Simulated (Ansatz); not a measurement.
## BaTiO3, response to strain

The parent structure is BaTiO3 in the cubic perovskite structure (space group Pm-3m, No. 221; a = 3.994 Å). Axes: x, y, z lie along the cube axes.

Strains are applied to the cell and any free atomic positions relax; under biaxial strain the out-of-plane vector relaxes too; under stress the whole cell relaxes.

Calculations: r2SCAN (Ansatz, a first-principles code), no SOC, earlier PAW set.

Notes on the quantities. pressure: mean of the normal stresses, compression positive; energy relative to the base: free energy F.

| variant | pressure | gap character | shortest interatomic distance | energy relative to the base |
|---|---|---|---|---|
| base | 0.00 GPa | indirect, R → Γ | 1.997 Å | 0 meV/atom |
| biaxial strain −1.50 %, plane normal [001], relaxed out of plane | 3.76 GPa | indirect, A → Γ | 1.967 Å | +6.5 meV/atom |
| biaxial strain −0.52 %, plane normal [001], relaxed out of plane | 1.24 GPa | indirect, A → Γ | 1.987 Å | +0.8 meV/atom |
| biaxial strain −4.07 %, plane normal [110], relaxed out of plane | 12.59 GPa | direct at Γ | 1.916 Å | +57 meV/atom |
| biaxial strain +2.48 %, plane normal [111], relaxed out of plane | -6.06 GPa | indirect, T → Γ | 2.023 Å | +19 meV/atom |
| isotropic strain +5.49 % | -20.23 GPa | indirect, R → Γ | 2.107 Å | +162 meV/atom |
| isotropic strain +5.95 % | -21.24 GPa | indirect, R → Γ | 2.116 Å | +188 meV/atom |
| uniaxial strain ε_yy = −2.51 % | 5.04 GPa | indirect, A → Γ | 1.947 Å | +8.6 meV/atom |
| uniaxial stress, 0.5 GPa tension along z | – | indirect, A → Γ | 1.996 Å | 0.0 meV/atom |

Stability under load was not tested beyond the relaxation. The final runs are not spin-polarised. Many cubic perovskites are stable only at high temperature; tilts and polar distortions were not tested. This is not the structure that BaTiO3 has at room temperature and ambient pressure. Labels are those of the standard path for the cell's own space group.
